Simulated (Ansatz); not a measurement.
Take HfS₂ in the CdI2 type structure (space group P-3m1, No. 164; a = 3.547 Å, c = 5.577 Å; layered, stacked along the Cartesian z axis) as the base. Axes: x lies along a and z along c of the hexagonal cell.

Computed with PBEsol-D3(BJ) (Ansatz, a first-principles code, PAW, no spin-orbit coupling).

Before the change:

* **Band gap**: 0.45 eV
* **Smallest direct gap**: 1.50 eV

Perturbation: uniaxial strain ε_xx = −2.50 %, all other strain components held at zero, atoms relaxed at fixed cell.

Task: What happens to the band gap?

Result: The band gap drops by 0.194 eV, from 0.45 eV to 0.25 eV.

Task: Estimate the effect on the energy relative to the base.

Result: The energy rises by 6.4 meV/atom.

Task: Predict the new stress.

Result: The stress (xx, yy, zz, yz, xz, xy; compression positive) comes out as (4.14, 0.70, 0.28, 0.14, 0.00, 0.00) GPa.

Task: Predict the new smallest direct gap.

Result: The smallest direct gap falls by 0.21 eV, from 1.50 eV to 1.29 eV.

Spin-orbit coupling, missing from the scalar runs, can matter with Hf. No phonon test of stability was made. The zero or small gap of HfS2 under uniaxial strain ε_xx = −2.50 % can change with the level of theory.
